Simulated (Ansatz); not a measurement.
TiZnO3 (R-3, No. 148, 10 atoms in the cell; start mp-14142), treated with LDA (plane waves, PAW; Ansatz, an electronic-structure program).

Run with plane-wave cutoff 520 eV, 8×8×8 k mesh, Fermi–Dirac smearing 0.01 eV, no spin polarisation, scalar-relativistic PAW data made under PBE.

Cell (relaxed at this level):

TiZnO3 is taken in the trigonal space group R-3, hexagonal axes (No. 148), Pearson symbol hR10. Conventional cell: a = 5.0110 Å, b = 5.0110 Å, c = 13.6402 Å, α = 90.00°, β = 90.00°, γ = 120.00°. Ti on 6c has 3 O at 1.857 Å and 3 O at 2.057 Å. Zn on 6c is surrounded by 3 O at 1.987 Å and 3 O at 2.189 Å. O on 18f has 1 Ti at 1.857 Å and 1 Ti at 2.057 Å and 1 Zn at 1.987 Å and 1 Zn at 2.189 Å. (Neighbours: up to the widest gap in distance over summed covalent radii, below 1.35, at either atom; cation-cation and far metal-metal contacts left out.)
(The calculation used a cell of 10 atoms; values per cell refer to that cell.)

Give the computed band gap and Γ–Γ gap.


- band gap: 3.07 eV (on the SCF k mesh)
- Γ–Γ gap: 3.64 eV

Note: the relaxation could not lower the start's symmetry, so the cell can be a saddle point above a distorted one.

The computed numbers hold no vibrational or temperature effects.

A start named mp-… is a Materials Project structure, which need not be a measured phase.
